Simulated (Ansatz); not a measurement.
```yaml
crystal:
  lattice:
    - [23.00000, 0.00000, 0.00000]
    - [0.00000, 14.50000, 0.00000]
    - [0.00000, 0.00000, 5.70660]
  atoms:
    - { symbol: Se, position: [0.24329, 0.38571, 0.66198] }
    - { symbol: Mo, position: [0.26321, 0.50000, 0.35910] }
    - { symbol: Se, position: [0.24329, 0.61429, 0.66198] }
    - { symbol: Se, position: [0.32046, 0.37646, 0.15729] }
    - { symbol: Mo, position: [0.31474, 0.50000, 0.85160] }
    - { symbol: Se, position: [0.32046, 0.62354, 0.15729] }
    - { symbol: Se, position: [0.38928, 0.38956, 0.66577] }
    - { symbol: Mo, position: [0.39066, 0.50000, 0.31937] }
    - { symbol: Se, position: [0.38928, 0.61044, 0.66577] }
    - { symbol: Se, position: [0.46432, 0.38394, 0.16597] }
    - { symbol: Mo, position: [0.46472, 0.50000, 0.83460] }
    - { symbol: Se, position: [0.46432, 0.61606, 0.16597] }
    - { symbol: Se, position: [0.53568, 0.38394, 0.66597] }
    - { symbol: Mo, position: [0.53528, 0.50000, 0.33460] }
    - { symbol: Se, position: [0.53568, 0.61606, 0.66597] }
    - { symbol: Se, position: [0.61072, 0.38956, 0.16577] }
    - { symbol: Mo, position: [0.60934, 0.50000, 0.81937] }
    - { symbol: Se, position: [0.61072, 0.61044, 0.16577] }
    - { symbol: Se, position: [0.67954, 0.37646, 0.65729] }
    - { symbol: Mo, position: [0.68526, 0.50000, 0.35160] }
    - { symbol: Se, position: [0.67954, 0.62354, 0.65729] }
    - { symbol: Se, position: [0.75671, 0.38571, 0.16198] }
    - { symbol: Mo, position: [0.73679, 0.50000, 0.85910] }
    - { symbol: Se, position: [0.75671, 0.61429, 0.16198] }
```

Level of theory: PBE (plane waves to 420 eV, PAW; Ansatz, a quantum-chemistry and plane-wave program). Mesh 1×1×6. No spin polarisation, so a magnetic state wasn't tested. One-dimensional cell, images about 11 Å apart. A hypothetical model, cut from the flat sheet. Symmetry and one short period hold its shape; lower forms weren't sought. Values not marked SOC lack spin–orbit coupling.

Tabulate the two highest filled and two lowest empty levels along the axis, from the valence top.


```
k (2π/c)  v2 (eV)  v1 (eV)  c1 (eV)  c2 (eV)
--------  -------  -------  -------  -------
0.000       -0.12     0.00     0.44     0.46
0.042       -0.11    -0.01     0.45     0.47
0.083       -0.10    -0.03     0.48     0.49
0.125       -0.09    -0.06     0.52     0.53
0.167       -0.09    -0.08     0.51     0.55
0.208       -0.07    -0.06     0.49     0.54
0.250       -0.07    -0.03     0.48     0.53
0.292       -0.06    -0.01     0.47     0.52
0.333       -0.07     0.00     0.47     0.51
0.375       -0.06     0.00     0.47     0.51
0.417       -0.04     0.00     0.48     0.50
0.458       -0.02    -0.01     0.48     0.49
0.500       -0.01    -0.01     0.49     0.49
```
